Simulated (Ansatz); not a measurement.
Consider HfO₂ in the fluorite structure (space group Fm-3m, No. 225; a = 5.058 Å). Axes: x, y, z lie along the cube axes.

Calculations: Kohn–Sham DFT with the r2SCAN functional, run in Ansatz (a quantum-chemistry and plane-wave program) with PAW and 500 eV plane waves, spin-orbit coupling left out.

Strains are applied to the cell and any free atomic positions relax; under biaxial strain the out-of-plane vector relaxes too.

One change was made to it. Results:

```json
[
 {"quantity": "band gap", "base": "4.30 eV", "after": "4.24 eV"},
 {"quantity": "gap character", "base": "direct at X", "after": "direct at X"}
]
```

**Question.** Which change produced these results?
A) biaxial strain +1.57 %, plane normal [001], relaxed out of plane
B) isotropic strain +5.35 %
C) isotropic strain +0.81 %
D) tensor shear ε_xz = +3.77 %

**Answer.** C, isotropic strain +0.81 %. For comparison, the band gap in the other runs: biaxial strain +1.57 %, plane normal [001], relaxed out of plane gives 4.07 eV; tensor shear ε_xz = +3.77 % gives 4.31 eV; isotropic strain +5.35 % gives 3.86 eV.

Spin-orbit coupling, missing from the scalar runs, can matter with Hf. No phonon test of stability was made. This is not the structure that HfO2 has at room temperature and ambient pressure. Labels are those of the standard path for the cell's own space group.
